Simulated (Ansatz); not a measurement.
The starting structures come from a database of crystals and need not be the phases stable at ambient conditions.

Input:

```
CELL_PARAMETERS angstrom
      4.20360     0.00000     0.00000
      0.00000     4.20360     0.00000
      2.10180    -2.10180     2.97240
ATOMIC_POSITIONS crystal
  Mg 0.00000 0.00000 0.00000
  Te 0.50000 0.50000 0.00000
```

Space group of this cell: Fm-3m, rock salt. The cell is taken as given; by PBEsol its mean pressure is -1.0 GPa.

Computed with PBEsol (plane waves, PAW; Ansatz, a quantum-chemistry and plane-wave program).

The current runs along the normal of the first two printed vectors; no spin-orbit coupling. Scaled by the factor s: the length along the current (ions clamped). Meshes 10×10×10 and 8×8 across the current in all rows.

```tsv
s	mean pressure (GPa)	slowest mid-gap decay constant κ (1/Å)
0.97	0.6	?
1.00	-1.0	0.083
1.03	-2.1	0.062
```

**Question.** Take the slope of the slowest mid-gap decay constant κ against ln s from the two given rows, extrapolate to s = 0.97, and say what the run there gives.

**Answer.** Slope = (0.062 − 0.083) / ln 1.03 = -0.710 1/Å. The line gives 0.083 + (-0.710) × ln 0.97 = 0.105 1/Å. The run gives 0.105 1/Å, as the line does.
